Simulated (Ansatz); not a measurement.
Consider Al$_{2}$O$_{3}$ in the corundum structure (space group R-3c, No. 167; a = 4.809 Å, c = 13.124 Å (hexagonal axes)).

The values are results of Ansatz (an electronic-structure program), PBE, PAW, cutoff 420 eV, spin-orbit coupling left out, not measurements.

For the base:

The electron mass is 0.38 mₑ along c, 0.36 mₑ across (at Γ). The valence-band top at Γ is 0.00, -0.03, -0.03 eV, the pressure is 0.00 GPa and the band gap comes out as 5.85 eV.

Perturbation: every lattice vector is shortened by 4.18 %, atoms relaxed at fixed cell.

Problem. How does this affect the electron mass?

Solution. The electron mass changes from 0.38 mₑ along c, 0.36 mₑ across (at Γ) to 0.47 mₑ along c, 0.42 mₑ across (at Γ).

Problem. What does the calculation give for the energy relative to the base after the change?

Solution. The energy increases by 113 meV/atom.

Problem. What does the calculation give for the valence-band top at Γ after the change?

Solution. The valence-band top at Γ (three highest levels, from the VBM) goes from 0.00, -0.03, -0.03 eV to 0.00, -0.08, -0.08 eV.

Problem. What happens to the pressure?

Solution. The pressure (mean of the normal stresses, compression positive) goes from zero to 38.07 GPa.

Problem. What does the calculation give for the band gap after the change?

Solution. The band gap increases by 1.64 eV, from 5.85 eV to 7.49 eV.

The cells carry an imposed strain or load. Effective masses come from finite differences of ±0.01 Å⁻¹. Whether these cells are dynamically stable was not tested.
